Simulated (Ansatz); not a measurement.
**The (211) surface of tetragonal MoSi2 in its 1x1 cell (cut with top plane Mo, bottom plane Mo), outermost plane spacing 0.47 Å in the ideal cut (one of several cuts of this face), with 1 Mo a cell over the bulk's ratio**

Calculation: PBE (plane waves to 420 eV, PAW; Ansatz, an electronic-structure program).

Set-up: 22 atoms, Mo8Si14, 9.9 Å thick at the start (thin: gaps and levels are the slab's own); mesh 9x6x1; 0.1 eV smearing; dipole correction on; all atoms relaxed; held to the start's symmetry, so lower structures may exist; no spin, no spin-orbit, no U.

The work function of the top face is 3.70 eV and the energy released by relaxation comes out as 0.63 eV. The cost comes out as around 16 core-minutes (rough).
